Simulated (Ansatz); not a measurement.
**AuAl (P2₁/m, No. 11, 8 atoms in the cell; start mp-1399)**

All values below come from LDA in Ansatz (plane waves, PAW).

Numerical settings: plane-wave cutoff 520 eV, 10×16×10 k mesh (along the axes of the cell as run), Fermi–Dirac smearing 0.05 eV, scalar-relativistic PAW data made under PBE.

Cell (relaxed at this level):

```
AlAu
1.0
    6.22287     0.00000    -0.02999
    0.00000     3.40754     0.00000
   -0.19485     0.00000     6.25259
Al Au
4 4
Cartesian
  3.30211   2.55566   5.12236
  2.72592   0.85189   1.10025
  5.65984   2.55566   1.97529
  0.36818   0.85189   4.24732
  1.84266   2.55566   2.98704
  4.18537   0.85189   3.23557
  0.96111   2.55566   6.25603
  5.06691   0.85189  -0.03342
```

- band gap: zero (no gap)
- bulk modulus: 122 GPa

Note: the relaxation could not lower the start's symmetry, so the cell can be a saddle point above a distorted one; the bulk modulus is −V dP/dV from two relaxed cells at ±2 % in volume.

Spin–orbit coupling is not included; it can shift volumes and moduli of such heavy elements.

The computed numbers hold no vibrational or temperature effects.

A start named mp-… is a Materials Project structure, which need not be a measured phase.

Ansatz is a first-principles code.
